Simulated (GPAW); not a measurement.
## Input and output of a self-consistent single point for HfCuSi2 (P4/nmm, 8 atoms in the cell) (GPAW)

Computed with PBEsol, GPAW PAW datasets PBEsol (made by gpaw-setup) (plane waves; GPAW).

The input file:

```python
from ase import Atoms
from ase.units import GPa
from gpaw import GPAW

atoms = Atoms(['Hf', 'Hf', 'Si', 'Si', 'Si', 'Si', 'Cu', 'Cu'],
              cell=[[3.661380, 0.000000, 0.000000],
                    [0.000000, 3.661380, 0.000000],
                    [0.000000, 0.000000, 8.963530]],
              scaled_positions=[[0.000000, 0.500000, 0.265850],
                                [0.500000, 0.000000, 0.734150],
                                [0.500000, 0.500000, 0.500000],
                                [0.000000, 0.000000, 0.500000],
                                [0.500000, 0.000000, 0.170180],
                                [0.000000, 0.500000, 0.829820],
                                [0.000000, 0.000000, 0.000000],
                                [0.500000, 0.500000, 0.000000]],
              pbc=True)

calc = GPAW(mode={'name': 'pw', 'ecut': 850},
            xc='PBEsol',
            kpts={'size': (8, 8, 3), 'gamma': True},
            occupations={'name': 'fermi-dirac', 'width': 0.136},
            nbands=-12,
            symmetry={'symmorphic': False, 'tolerance': 0.0005},
            maxiter=100)

atoms.calc = calc

energy = atoms.get_potential_energy()
print('Energy (eV):', round(energy, 6))
forces = atoms.get_forces()
print('Forces (eV/Ang):')
print(forces.round(5))
stress = atoms.get_stress()
print('Stress (GPa, Voigt):', (stress / GPa).round(4))
```

Output (repeated stretches shortened):

```
Input parameters:
  kpts: {gamma: True,
         size: (8, 8, 3)}
  maxiter: 100
  mode: {ecut: 850,
         name: pw}
  nbands: -12
  occupations: {name: fermi-dirac,
                width: 0.136}
  symmetry: {symmorphic: False,
             tolerance: 0.0005}
  xc: PBEsol

species:
  Hf:
    name: Hafnium
    Z: 72.0
    valence: 12
    core: 60
    charge: 0.0
    file: Hf.PBEsol.gz

    # Using partial waves for Hf as LCAO basis

  Si:
    name: Silicon
    Z: 14.0
    valence: 4
    core: 10
    charge: 0.0
    file: Si.PBEsol.gz

    # Using partial waves for Si as LCAO basis

  Cu:
    name: Copper
    Z: 29.0
    valence: 11
    core: 18
    charge: 0.0
    file: Cu.PBEsol.gz

    # Using partial waves for Cu as LCAO basis

Reference energy: -940980.498456  # eV

Spin-paired calculation

Convergence criteria:
 Maximum [total energy] change in last 3 cyles: 0.0005 eV / valence electron
 Maximum integral of absolute [dens]ity change: 0.0001 electrons / valence electron
 Maximum integral of absolute [eigenst]ate change: 4e-08 eV^2 / valence electron
 Maximum number of scf [iter]ations: 100

Symmetries present (total): 16
Symmetries with fractional translations: 8
192 k-points: 8 x 8 x 3 Monkhorst-Pack grid + [1/16,1/16,0.000000]
30 k-points in the irreducible part of the Brillouin zone
       k-points in crystal coordinates                weights
   0:     0.00000000    0.00000000    0.00000000          1/192
   1:     0.00000000    0.00000000    0.33333333          2/192
   2:     0.12500000    0.00000000    0.00000000          4/192
   [... 7 lines left out ...]
          ...
  29:     0.50000000    0.50000000    0.33333333          2/192

Wave functions: Plane wave expansion
  Cutoff energy: 850.000 eV
  Number of coefficients (min, max): 6740, 6811
  Pulay-stress correction: 0.000000 eV/Ang^3 (de/decut=0.000000)

Occupation numbers: Fermi-Dirac:
  width: 0.1360  # eV

Eigensolver

Densities:
  Coarse grid: 28*28*63 grid
  Fine grid: 56*56*126 grid
  Total Charge: 0.000000

Density mixing:
  Method: separate
  Backend: pulay
  Linear mixing parameter: 0.05
  old densities: 5
  Damping of long wavelength oscillations: 50

Hamiltonian:
  XC and Coulomb potentials evaluated on a 56*56*126 grid
  External potential:
    NoExternalPotential

XC parameters: PBEsol with 2 nearest neighbor stencil

Number of atoms: 8
Number of atomic orbitals: 60
Number of bands in calculation: 43
Number of valence electrons: 62
Bands to converge: occupied

Density initialized from atomic densities
  43 bands from LCAO basis set

Atomic positions and initial magnetic moments

Positions:
   0 Hf     0.000000    1.830690    2.382954    ( 0.0000,  0.0000,  0.0000)
   1 Hf     1.830690    0.000000    6.580576    ( 0.0000,  0.0000,  0.0000)
   2 Si     1.830690    1.830690    4.481765    ( 0.0000,  0.0000,  0.0000)
   3 Si     0.000000    0.000000    4.481765    ( 0.0000,  0.0000,  0.0000)
   4 Si     1.830690    0.000000    1.525414    ( 0.0000,  0.0000,  0.0000)
   5 Si     0.000000    1.830690    7.438116    ( 0.0000,  0.0000,  0.0000)
   6 Cu     0.000000    0.000000    0.000000    ( 0.0000,  0.0000,  0.0000)
   7 Cu     1.830690    1.830690    0.000000    ( 0.0000,  0.0000,  0.0000)

Unit cell:
           periodic     x           y           z      points  spacing
  1. axis:    yes    3.661380    0.000000    0.000000    28     0.1308
  2. axis:    yes    0.000000    3.661380    0.000000    28     0.1308
  3. axis:    yes    0.000000    0.000000    8.963530    63     0.1423

  Lengths:   3.661380   3.661380   8.963530
  Angles:   90.000000  90.000000  90.000000

Effective grid spacing dv^(1/3) = 0.1345

     iter     time        total  log10-change:
                         energy   eigst   dens
iter:   1 --:--:--   -59.581440
iter:   2 --:--:--   -53.460998   -0.71  -1.09
iter:   3 --:--:--   -52.905610   -1.58  -1.22
iter:   4 --:--:--   -52.188630   -0.87  -1.26
iter:   5 --:--:--   -52.140532   -1.60  -1.50
iter:   6 --:--:--   -52.139083   -1.63  -1.72
iter:   7 --:--:--   -52.391723   -1.36  -1.91
iter:   8 --:--:--   -52.014007   -1.71  -2.00
iter:   9 --:--:--   -52.012186   -2.72  -2.49
iter:  10 --:--:--   -52.006453c  -3.74  -2.67
iter:  11 --:--:--   -52.004999c  -4.04  -2.72
iter:  12 --:--:--   -52.004840c  -4.37  -3.03
iter:  13 --:--:--   -52.004941c  -4.74  -3.17
iter:  14 --:--:--   -52.004818c  -5.29  -3.24
iter:  15 --:--:--   -52.004762c  -5.05  -3.30
iter:  16 --:--:--   -52.004790c  -6.09  -3.43
iter:  17 --:--:--   -52.004794c  -5.30  -3.49
iter:  18 --:--:--   -52.004784c  -6.56  -3.66
iter:  19 --:--:--   -52.004760c  -6.09  -3.69
iter:  20 --:--:--   -52.004776c  -6.41  -4.14c
iter:  21 --:--:--   -52.004771c  -7.05  -4.29c
iter:  22 --:--:--   -52.004790c  -6.78  -4.39c
iter:  23 --:--:--   -52.004800c  -7.11  -4.55c
iter:  24 --:--:--   -52.004794c  -8.37c -4.68c

Converged after 24 iterations.

Dipole moment: (-0.000000, -0.000000, -0.000000) |e|*Ang

Energy contributions relative to reference atoms: (reference = -940980.498456)

Kinetic:         +6.355130
Potential:       -5.706162
External:        +0.000000
XC:             -51.752466
Entropy (-ST):   -0.164112
Local:           -0.819240
SIC:             +0.000000
--------------------------
Free energy:    -52.086850
Extrapolated:   -52.004794

Showing only first 2 kpts
 Kpt  Band  Eigenvalues  Occupancy
  0    29      8.61809    1.99219
  0    30     10.75884    0.00007
  0    31     10.75884    0.00007
  0    32     10.78518    0.00006

  1    29      8.34251    1.99897
  1    30     10.65236    0.00016
  1    31     11.02981    0.00001
  1    32     11.02981    0.00001

Fermi level: 9.37167

No gap
No difference between direct/indirect transitions
Energy (eV): -52.004794

Forces in eV/Ang:
  0 Hf    0.00000    0.00000   -0.05964
  1 Hf    0.00000    0.00000    0.05964
  2 Si   -0.00000    0.00000    0.00000
  3 Si   -0.00000    0.00000    0.00000
  4 Si    0.00000    0.00000    0.27888
  5 Si    0.00000    0.00000   -0.27888
  6 Cu    0.00000    0.00000    0.00000
  7 Cu    0.00000    0.00000    0.00000

Stress tensor:
     0.003134     0.000000     0.000000
     0.000000     0.003134     0.000000
     0.000000     0.000000     0.007648
Stress (GPa, Voigt): [0.5021 0.5021 1.2254 0.     0.     0.    ]
```

The run converged in 24 iterations. GPAW prints stress with tension positive.

The starting cell comes from a database of computed structures (which also holds hypothetical and non-ambient phases and stackings), without a prior relaxation at this level. Spin-orbit coupling is off. Spin polarisation is off.

Cost on one core of a shared machine: roughly 3 min.
